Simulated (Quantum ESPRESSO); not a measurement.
**Parameter sweep on TiAl₃ (I4/mmm, 4 atoms in the cell)**

```yaml
crystal:
  lattice:
    - [-1.90766, 1.90766, 4.27297]
    - [1.90766, -1.90766, 4.27297]
    - [1.90766, 1.90766, -4.27297]
  atoms:
    - { symbol: Ti, position: [0.00000, 0.00000, 0.00000] }
    - { symbol: Al, position: [0.50000, 0.50000, 0.00000] }
    - { symbol: Al, position: [0.75000, 0.25000, 0.50000] }
    - { symbol: Al, position: [0.25000, 0.75000, 0.50000] }
```

Base run A: PBEsol, SSSP 1.1.2 efficiency (PBE) pseudopotentials in Quantum ESPRESSO 7.5, self-consistent single point.

Its settings: ecutwfc = 50 Ry; ecutrho = 400 Ry; occupations = smearing; smearing = mp; degauss = 0.019992 Ry; input_dft = pbesol; potentials = {Ti: ti_pbe_v1.4.uspp.F.UPF, Al: Al.pbe-n-kjpaw_psl.1.0.0.UPF}; K_POINTS = automatic 12 12 12 0 0 0; conv_thr = 1e-11 Ry; mixing_beta = 0.3.

The starting cell comes from a database of computed structures (which also holds hypothetical and non-ambient phases and stackings), without a prior relaxation at this level. Its lattice was rescaled by a random factor within 2.5 % of one. Spin polarisation is off.

ΔF is the free energy per atom less that of run A. 

Run A gave: pressure (GPa) 0.23.

Runs:
- B: smearing: mp → gauss; degauss: 0.019992 Ry → 0.0036749 Ry
- C: smearing: mp → gauss; degauss: 0.019992 Ry → 0.0147 Ry
- D: smearing: mp → fd; degauss: 0.019992 Ry → 0.0147 Ry
- E: smearing: mp → fd; degauss: 0.019992 Ry → 0.02205 Ry
- F: degauss: 0.019992 Ry → 0.0036749 Ry
- G: degauss: 0.019992 Ry → 0.0073499 Ry
- H: smearing: mp → cold; degauss: 0.019992 Ry → 0.0073499 Ry
- I: smearing: mp → cold; degauss: 0.019992 Ry → 0.02205 Ry
- J: occupations: smearing → tetrahedra_opt; smearing: mp → default; degauss: 0.019992 Ry → default

What does run I change against A?

The free energy rises by 1.6 meV/atom and the pressure moves little (0.23 to 0.21 GPa).

What does run C change against A?

The free energy drops by 4.5 meV/atom and the pressure moves little (0.23 to 0.28 GPa).

| run | ΔF (meV/atom) | pressure (GPa) |
|---|---|---|
| A | 0.00 | 0.23 |
| B | -0.42 | 0.24 |
| C | -4.5 | 0.28 |
| D | -29.0 | 0.50 |
| E | -65.9 | 0.88 |
| F | -0.14 | 0.24 |
| G | -0.14 | 0.24 |
| H | -0.04 | 0.24 |
| I | 1.62 | 0.21 |
| J | 0.78 | 0.25 |
